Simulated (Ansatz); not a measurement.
The parent structure is BeSe in the zinc blende structure (space group F-43m, No. 216; a = 5.129 Å). Axes: x, y, z lie along the cube axes.

Method: Kohn–Sham DFT with the PBEsol functional, run in Ansatz (a quantum-chemistry and plane-wave program) with PAW and 420 eV plane waves, no spin-orbit coupling.

Before the change:

- Band gap = 2.47 eV

One thing is altered: tensor shear ε_xy = +1.14 % (engineering shear γ = 0.0228); the atoms relax in the strained cell.

Task: Estimate the effect on the band gap.

Result: The band gap shrinks by 0.112 eV to 2.35 eV.

Task: What does the calculation give for the energy relative to the base after the change?

Result: The energy grows by 1.8 meV/atom.

Whether these cells are dynamically stable was not tested.
